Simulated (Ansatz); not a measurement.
**Response to strain in MoTe2**

The reference is MoTe2 (space group P6_3/mmc, No. 194; a = 3.497 Å, c = 13.696 Å; layered, stacked along the Cartesian z axis). Axes: x lies along a and z along c of the hexagonal cell.

Strains are applied to the cell and any free atomic positions relax.

All numbers come from PBE-D3(BJ) (Ansatz, a first-principles code; PAW; 420 eV plane waves; no spin-orbit coupling).

```csv
change,gap character,band gap,volume per atom
base,"indirect, Γ → K–Γ (44 % along)",0.60 eV,24.17 Å³
uniaxial strain ε_zz = −3.00 %,"indirect, K–Γ (88 % along) → K–Γ (44 % along)",0.29 eV,23.44 Å³
uniaxial strain ε_zz = −2.40 %,"indirect, K–Γ (88 % along) → K–Γ (44 % along)",0.37 eV,23.59 Å³
uniaxial strain ε_zz = −1.20 %,"indirect, K–Γ (81 % along) → K–Γ (44 % along)",0.51 eV,23.88 Å³
uniaxial strain ε_zz = −0.60 %,"indirect, K–Γ (81 % along) → K–Γ (44 % along)",0.56 eV,24.02 Å³
```

With Te present, leaving out spin-orbit coupling can change the band edges. No phonon test of stability was made. The D3 term's C6 switches between coordination references near this geometry, which can add small steps to energies. A zero or small gap of MoTe2 under uniaxial strain ε_zz = −3.00 % can be the functional's error rather than a property of the material.
